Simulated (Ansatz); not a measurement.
Start from GaP in the zinc blende structure (space group F-43m, No. 216; a = 5.438 Å).

Levels (all Ansatz, a first-principles code, PAW): PBEsol (420 eV, no spin-orbit coupling); HSE06 (420 eV, no spin-orbit coupling).

The geometry is relaxed with PBEsol.

- PBEsol lowest conduction level above the VBM at special points = X 1.50 eV; L 1.60 eV; Γ 1.80 eV

Task: What does HSE06 give at this geometry for the lowest conduction level above the VBM at special points?

Result: The lowest conduction level above the VBM at special points becomes X 2.27 eV; L 2.53 eV; Γ 2.85 eV (PBEsol: X 1.50 eV; L 1.60 eV; Γ 1.80 eV).

Single points use the geometry relaxed with PBEsol. HSE06 was sampled on its mesh, a few special points and the semilocal edge points, so its gap is an upper bound. Stability against distortions was not tested.
